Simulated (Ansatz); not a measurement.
Start from Li2O in the anti-fluorite structure (space group Fm-3m, No. 225; a = 4.573 Å). Axes: x, y, z lie along the cube axes.

Computed with r2SCAN in Ansatz (plane waves to 500 eV, PAW, no SOC).

Before the change:

The band gap comes out as 5.77 eV and the valence-band top at Γ is 0.00, 0.00, 0.00 eV.

One thing is altered: a free-standing slab of 5 layers (15 atoms, 3 a layer) is cut normal to [111], with 15 Å of vacuum and the in-plane cell held at bulk.

### Question
Predict the new band gap and valence-band top at Γ.

### Answer
The band gap drops by 2.32 eV, from 5.77 eV to 3.45 eV; the valence-band top at Γ (three highest levels, from the VBM) changes from 0.00, 0.00, 0.00 eV to 0.00, 0.00, -0.04 eV.

Stability against distortions was not tested.

Ansatz is a program for electronic structure.
